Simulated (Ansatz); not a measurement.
# KMnBr$_{3}$ in the cubic perovskite structure (space group Pm-3m, No. 221; ferromagnetic; a hypothetical phase, not in the database extracts checked)

```yaml
crystal:
  lattice:
    - [5.36433, 0.00000, 0.00000]
    - [0.00000, 5.36433, 0.00000]
    - [0.00000, 0.00000, 5.36433]
  atoms:
    - { symbol: K, position: [0.00000, 0.00000, 0.00000] }
    - { symbol: Mn, position: [0.50000, 0.50000, 0.50000] }
    - { symbol: Br, position: [0.00000, 0.50000, 0.50000] }
    - { symbol: Br, position: [0.50000, 0.50000, 0.00000] }
    - { symbol: Br, position: [0.50000, 0.00000, 0.50000] }
```

Method: Ansatz (an electronic-structure program), PBE, PAW, cutoff 420 eV, no spin-orbit coupling. Settings: 6×6×6 k-points, 0.05 eV Fermi–Dirac smearing.

```json
{
  "volume_per_atom": "30.87 Å³",
  "density": "3.59 g/cm³",
  "band_gap": "0.88 eV, indirect, R → Γ",
  "electron_mass": "0.24 mₑ",
  "magnetic_state": "ferromagnetic",
  "total_energy": "-2758.367 eV/atom (σ→0; compares only within this code and set-up)"
}
```

Effective masses come from finite differences of ±0.01 Å⁻¹. Whether these cells are dynamically stable was not tested. No Hubbard U is applied and the magnetic state is the run's own (KMnBr3 ferromagnetic); other magnetic orders, which need larger cells, were not tried and can change the gap. Many cubic perovskites are stable only at high temperature; tilts and polar distortions were not tested.
